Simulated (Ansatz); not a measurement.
# Fermi-surface data of InBi (P4/nmm)

Data:

```
BiIn
1.0
    4.90891     0.00000     0.00000
    0.00000     4.90891     0.00000
    0.00000     0.00000     4.84149
In Bi
2 2
Direct
  0.50000   0.50000   0.00000
  0.00000   0.00000   0.00000
  0.50000   0.00000   0.39557
  0.00000   0.50000   0.60443
```

Computed with PBEsol, rigid bands (plane waves, PAW, scalar-relativistic; Ansatz, a first-principles code). How the cell was made: cell and atoms relaxed with PBEsol.

```
Property                                                            Value
------------------------------------  -----------------------------------
density of states at the Fermi level    1.02 states/(eV·cell), both spins
bare Sommerfeld coefficient                     0.60 mJ/(mol of atoms·K²)
Drude plasma energy                          4.5 (x), 4.5 (y), 3.5 (z) eV
root-mean-square Fermi velocity                                 8.8e5 m/s
resistivity times τ                   24 (x), 24 (y), 40 (z) ×10⁻²² Ω·m·s
```

A metal at this level (no band gap); rigid bands, thermally averaged at 300 K, both spins. Spin-orbit coupling is left out, which matters with elements this heavy. τ is one relaxation time for all states.

Computed structure, not matched to a measured one here, so possibly hypothetical: InBi (P4/nmm).
